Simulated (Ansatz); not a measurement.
Take LiF in the rock salt structure (space group Fm-3m, No. 225; a = 3.990 Å) as the base. Axes: x, y, z lie along the cube axes.

Method: r2SCAN, PAW, 500 eV (Ansatz, a quantum-chemistry and plane-wave program; spin-orbit coupling left out).

Free-standing slabs (2 atom(s) a layer) normal to the z axis with 15 Å of vacuum; in-plane cell held at bulk.

One change was made to it. Results:

```json
[
 {"quantity": "gap character", "base": "–", "after": "indirect, Γ–X (71 % along) → Γ"},
 {"quantity": "band gap", "base": "10.33 eV", "after": "7.67 eV"},
 {"quantity": "shortest interatomic distance", "base": "1.995 Å", "after": "1.962 Å"},
 {"quantity": "excess energy per area of both faces (slab less bulk energy over the cell's area: twice a surface energy)", "base": "–", "after": "0.86 J/m²"}
]
```

Problem. What was done to the base?
(A) 6 layers
(B) 7 layers
(C) 5 layers
(D) 2 layers

Solution. D, 2 layers. For comparison, the gap character in the other runs: 7 layers gives indirect, X → Γ; 6 layers gives indirect, X → Γ; 5 layers gives indirect, X → Γ.

Slab and bulk use different k-meshes, which limits the precision of the excess energy. Stability against distortions was not tested. k-point labels follow each cell's own Brillouin zone.
